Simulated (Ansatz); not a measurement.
## SiC: thickness series

Start from SiC in the wurtzite structure (space group P6_3mc, No. 186).

```
CELL_PARAMETERS angstrom
      3.07531     0.00000     0.00000
     -1.53765     2.66329     0.00000
      0.00000     0.00000     5.04816
ATOMIC_POSITIONS crystal
  Si 0.66667 0.33333 0.00050
  Si 0.33333 0.66667 0.50050
  C  0.66667 0.33333 0.62470
  C  0.33333 0.66667 0.12470
```

Cartesian axes are those of the cell as printed.

Free-standing slabs (4 atom(s) a layer) normal to the y axis with 15 Å of vacuum; in-plane cell held at bulk.

The values are results of r2SCAN/PAW in Ansatz (a program for electronic structure), no spin-orbit coupling, not measurements.

Notes on the quantities. excess energy per area of both faces: slab less bulk energy over the cell's area: twice a surface energy; layer's space group: with vacuum.

```json
[
 {"variant": "base", "excess energy per area of both faces": "–", "layer's space group": "–", "band gap": "2.65 eV", "gap character": "–", "smallest direct gap": "4.48 eV"},
 {"variant": "1 layer", "excess energy per area of both faces": "–", "layer's space group": "Pmn2_1 (No. 31)", "band gap": "2.98 eV", "gap character": "indirect, Γ–X (62 % along) → U", "smallest direct gap": "3.23 eV"},
 {"variant": "2 layers", "excess energy per area of both faces": "4.87 J/m²", "layer's space group": "Pmc2_1 (No. 26)", "band gap": "1.48 eV", "gap character": "indirect, Γ–X (33 % along) → X–U (60 % along)", "smallest direct gap": "2.34 eV"},
 {"variant": "3 layers", "excess energy per area of both faces": "5.15 J/m²", "layer's space group": "Pmn2_1 (No. 31)", "band gap": "1.64 eV", "gap character": "indirect, k = (0.091, 0, 0) in the run's primitive reciprocal basis → U", "smallest direct gap": "2.15 eV"},
 {"variant": "4 layers", "excess energy per area of both faces": "5.20 J/m²", "layer's space group": "Pmc2_1 (No. 26)", "band gap": "1.67 eV", "gap character": "indirect, k = (0.091, 0, 0) in the run's primitive reciprocal basis → X–U (80 % along)", "smallest direct gap": "2.11 eV"}
]
```

Slab and bulk use different k-meshes, which limits the precision of the excess energy. No phonon test of stability was made. k-point labels follow each cell's own Brillouin zone.
